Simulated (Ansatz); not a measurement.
Results of G0W0@PBEsol in Ansatz (plane waves, hard PAW, contour deformation, complete-basis limit) for BN (model structure, started from the MgO type, Pm-3n, No. 223, 12 atoms in the cell).

Run with largest k mesh 8×8×8 (not extrapolated in the mesh).

Cell (relaxed with PBEsol):

```
BN
1.0
    4.41999     0.00000     0.00000
    0.00000     4.41999     0.00000
    0.00000     0.00000     4.41999
B N
6 6
Cartesian
  1.10500   0.00000   2.20999
  3.31499   0.00000   2.20999
  2.20999   3.31499   0.00000
  2.20999   1.10500   0.00000
  0.00000   2.20999   3.31499
  0.00000   2.20999   1.10500
  1.10500   2.20999   0.00000
  3.31499   2.20999   0.00000
  0.00000   3.31499   2.20999
  0.00000   1.10500   2.20999
  2.20999   0.00000   3.31499
  2.20999   0.00000   1.10500
```

### Question
Predict the band gap.

### Answer

* **band gap**: 6.41 eV (indirect)

Note: the relaxation could raise the start's symmetry but not lower it, so the cell can be a saddle point; the gap holds a correction of +0.65 eV to the complete basis.

Static lattice: no zero-point or thermal effects.

A model structure was made by putting elements into a prototype or built by hand; it is no filed structure, need not be a known phase, and can be a saddle point held by its symmetry.

Ansatz is a quantum-chemistry and plane-wave program.
